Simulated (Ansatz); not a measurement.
## Pressure series in HfN

Consider HfN in the rock salt structure (space group Fm-3m, No. 225; a = 4.502 Å).

Cell and atoms are relaxed at each pressure.

All numbers come from DFT with PBEsol, PAW potentials and a 420 eV plane-wave cutoff in Ansatz (an electronic-structure program), spin-orbit coupling left out.

Two rows of this table had their results exchanged by mistake.

```tsv
pressure	volume per atom (Å³)	shortest distance (Å)	band gap
pressure −2 GPa	11.48	2.256	zero
pressure −1 GPa	11.44	2.253	zero
pressure 3 GPa	9.98	2.153	zero
pressure 7 GPa	11.14	2.233	zero
pressure 15 GPa	10.87	2.215	zero
pressure 30 GPa	10.45	2.186	zero
pressure 50 GPa	11.29	2.243	zero
pressure 75 GPa	9.52	2.120	zero
pressure 100 GPa	9.14	2.091	zero
```

Which two?

The rows for pressure 3 GPa and pressure 50 GPa: the volume has to fall steadily with pressure, so 11.29 Å³ belongs to pressure 3 GPa and 9.98 Å³ to pressure 50 GPa.

Load acts through the strain it causes; cell and atoms are relaxed under it. Stability against distortions was not tested. No other phases were tried under pressure. All final runs are without spin polarisation. An odd electron count without spin: HfN.
